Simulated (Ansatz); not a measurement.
## Cu in the fcc (Cu type) structure (space group Fm-3m, No. 225)

```yaml
crystal:
  lattice:
    - [0.00000, 1.75895, 1.75895]
    - [1.75895, 0.00000, 1.75895]
    - [1.75895, 1.75895, 0.00000]
  atoms:
    - { symbol: Cu, position: [0.00000, 0.00000, 0.00000] }
```

Method: LDA (Ansatz, a program for electronic structure), no spin-orbit coupling. Γ-centred 23×23×23 mesh, Fermi–Dirac width 0.05 eV.

```yaml
volume_per_atom: 10.88 Å³
density: 9.69 g/cm³
band_gap: zero
total_energy: -6555.720 eV/atom (σ→0; compares only within this code and set-up)
```

No phonon test of stability was made. The final runs are not spin-polarised.
